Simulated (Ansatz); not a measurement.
# Bulk modulus of double-hcp La: levels of theory against measurement

Reference value: 27.9 GPa (measured, room temperature, no zero-point or thermal correction; as tabulated in Wikipedia's data pages).

```json
[
 {"level (code)": "LDA (Ansatz)", "value (GPa)": "___", "cell (Å³/atom)": "32.22"},
 {"level (code)": "PBE (Ansatz)", "value (GPa)": "25.0", "cell (Å³/atom)": "37.13"},
 {"level (code)": "PBE+SOC (Ansatz)", "value (GPa)": "25.1", "cell (Å³/atom)": "37.15"},
 {"level (code)": "PBEsol (Ansatz)", "value (GPa)": "26.7", "cell (Å³/atom)": "33.96"},
 {"level (code)": "PBEsol+SOC (Ansatz)", "value (GPa)": "26.9", "cell (Å³/atom)": "34.00"},
 {"level (code)": "r²SCAN (Ansatz)", "value (GPa)": "22.9", "cell (Å³/atom)": "37.27"},
 {"level (code)": "r²SCAN+SOC (Ansatz)", "value (GPa)": "23.1", "cell (Å³/atom)": "37.32"}
]
```

Problem. Complete the blanks.

Solution. 
- LDA (Ansatz, an electronic-structure program), value (GPa): 29.5

Differences against the reference: LDA +5.7 %, PBE -10.4 %, PBE+SOC -10.0 %, PBEsol -4.3 %, PBEsol+SOC -3.6 %, r²SCAN -17.9 %, r²SCAN+SOC -17.2 %.

The reference is not for a static lattice or low temperature, so close values are not ranked against it.

The measured value isn't corrected to a static lattice, so vibrations enter the comparison. A static lattice is as a rule stiffer than a warm one, by over a tenth in soft solids.  Each level is taken at its own relaxed cell. Cutoffs differ between the levels. Ansatz's density-functional and Hartree–Fock values are scalar-relativistic unless marked +SOC, with PAW data made under PBE.

Differences are worked out from the printed values.
